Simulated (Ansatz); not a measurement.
The starting structures come from a database of crystals and need not be the phases stable at ambient conditions.

 Where the default PAW files enter, the runs use the earlier of Ansatz's two default sets.

Data:

```
CELL_PARAMETERS angstrom
      4.04742     0.00000     0.00000
      0.00000     5.72392     0.00000
      0.00000     2.86196     2.86196
ATOMIC_POSITIONS crystal
  K  0.00000 0.00000 0.00000
  Zn 0.50000 0.50000 0.00000
  F  0.50000 0.00000 0.50000
  F  0.50000 0.50000 0.50000
  F  0.00000 0.50000 0.00000
```

Space group of this cell: Pm-3m, cubic perovskite. The cell is taken as given.

Transport runs along the normal of the first two printed cell vectors, the (110) plane of the conventional cell.

The gap is the functional's own. No spin-orbit coupling. Mid-gap values are interpolated on the energy grid.

Task: State the band gap and the smallest decay constant κ at mid-gap according to r2SCAN (Ansatz, a quantum-chemistry and plane-wave program).

Result: Gap 4.63 eV on a 10×10×10 mesh; κ = 0.445 1/Å, at the zone centre.
